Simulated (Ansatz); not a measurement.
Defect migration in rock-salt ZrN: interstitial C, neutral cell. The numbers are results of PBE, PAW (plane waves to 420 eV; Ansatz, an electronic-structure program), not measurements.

Cell of 64 host sites held at the relaxed PBE lattice; a 2×2×2 k-point mesh shifted by half a step; Fermi-Dirac width 0.10 eV, spin-restricted; finite-size errors left in. Static, classical nuclei. Sites that were not tried may lie lower. The start lies 0.34 eV above the lowest site run (PBE).

Barriers: single points on a 3×3×3 k-point mesh shifted by half a step at the bands' geometries (they differ from the bands' own by up to 0.06 eV, and are uncertain by about as much).

The step: the atom that moves is a host N, not the extra one (a rearrangement that moves the defect's centre by under 1 Å); the atom moves 0.51 Å along (0.06, -0.06, -0.06) of the unit cell; at the start the C atom holds a host N site and a host atom stands off its site; at the end the C atom holds a host N site and a host atom stands off its site; the moving atom starts with neighbours C at 2.21; 3 N at 2.32; 3 Zr at 2.01, Zr at 2.03 Å and ends with C at 1.42; 3 Zr at 2.05 Å.

Task: Predict the migration barrier of this step from PBE, PAW.

Result: 0.064 eV forward and 0.41 eV backward. At the saddle the moving atom has neighbours C at 1.86; 3 N at 2.38; 3 Zr at 2.01, Zr at 2.14 Å. The saddle point's order was not checked, and it lies on a symmetry element of the cell, where a band can be held.
